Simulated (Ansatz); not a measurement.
For SiCO4 (model structure, I-4, No. 82, 6 atoms in the cell), LDA (Ansatz, a first-principles code, plane waves, PAW) gives:

- lattice parameter a = 4.321 Å
- c axis length = 6.502 Å
- bulk modulus = 64.2 GPa
- cohesive energy = 7.08 eV/atom
- band gap = 7.12 eV

Question: What does r²SCAN in Ansatz (plane waves, PAW) give for the same quantities?

Answer: 
- lattice constant a: 4.356 Å (grows by 0.8 %)
- lattice parameter c: 6.552 Å (grows by 0.8 %)
- bulk modulus: 70.2 GPa (grows by 9.3 %)
- cohesive energy: 5.89 eV/atom (shrinks by 1.19 eV/atom)
- band gap: 7.90 eV (increases by 0.78 eV)

Changes are worked out from the printed values.

Unless a cell is named, each level is at its own relaxed cell (LDA 10.12, r²SCAN 10.36 Å³/atom).

Density-functional gaps are differences of (generalised) Kohn–Sham levels.

Caveats: the bulk modulus is −V dP/dV from two relaxed cells at ±2 % in volume (LDA, r²SCAN). Ansatz's density-functional and Hartree–Fock values are scalar-relativistic unless marked +SOC, with PAW data made under PBE.

A model structure was made by putting elements into a prototype or built by hand; it is no filed structure, need not be a known phase, and can be a saddle point held by its symmetry.
